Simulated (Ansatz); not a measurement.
Consider GaSb in the zinc blende structure (space group F-43m, No. 216).

```yaml
crystal:
  lattice:
    - [0.00000, 3.02440, 3.02440]
    - [3.02440, 0.00000, 3.02440]
    - [3.02440, 3.02440, 0.00000]
  atoms:
    - { symbol: Ga, position: [0.00000, 0.00000, 0.00000] }
    - { symbol: Sb, position: [0.25000, 0.25000, 0.25000] }
```

Cartesian axes are those of the cell as printed.

Method: LDA, PAW, 420 eV (Ansatz, an electronic-structure program; no spin-orbit coupling).

Base values:

```
Property            Value
---------------  --------
Volume per atom  27.66 Å³
```

Modification: biaxial strain −2.00 %, plane normal [001], relaxed out of plane (Cartesian); in-plane vectors clamped, the third vector and the atoms free.

Problem. How does this affect the volume per atom?

Solution. The volume per atom falls by 0.61 Å³ (27.66 Å³ → 27.05 Å³).

No phonon test of stability was made.
